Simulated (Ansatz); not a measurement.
The parent structure is PtSe2 in the CdI2 type structure (space group P-3m1, No. 164; a = 3.772 Å, c = 4.818 Å; layered).

Level of theory: Ansatz (an electronic-structure program) PBE-D3(BJ), no spin-orbit coupling.

Base values:

```
Item                     Result
-------------------  ----------
Lattice parameter a  7.129 bohr
```

The change: a hydrostatic pressure of 4.5 GPa.

Question: What does the calculation give for the lattice parameter a after the change?

Answer: The lattice parameter a falls by 0.0523 bohr (7.129 bohr → 7.076 bohr).

Load acts through the strain it causes; cell and atoms are relaxed under it. Stability against distortions was not tested. All final runs are without spin polarisation.
